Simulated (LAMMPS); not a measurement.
MD of InP (zinc blende) at zero pressure, 216 atoms, as a crystal; each row is its own run.

Level of theory: MD with a machine-learned potential, pair style snap, file InP_JCPA2020.snap; code LAMMPS.

```
T (K)  enthalpy (eV/atom)
-----  ------------------
200               -3.4263
300               -3.3996
610               -3.3142
810               -3.2603
1010              -3.2051
1620              -3.0243
```

**Question.** Fit a straight line, y = a + b x, to these rows (x is the first column, y the second) and predict the run at x = 1220.

**Answer.** Least squares gives a = -3.4857 and b = 0.0002823. At x = 1220 the fit predicts -3.1413 eV/atom. The run itself gave -3.1466 ± 0.0008 eV/atom, so the fit is 5.3 meV/atom high.

Caution (rows 610; 810; 1010; 1220; 1620): a run this short can hold a crystal over, or a liquid under, the potential's own melting point, which these runs don't give.
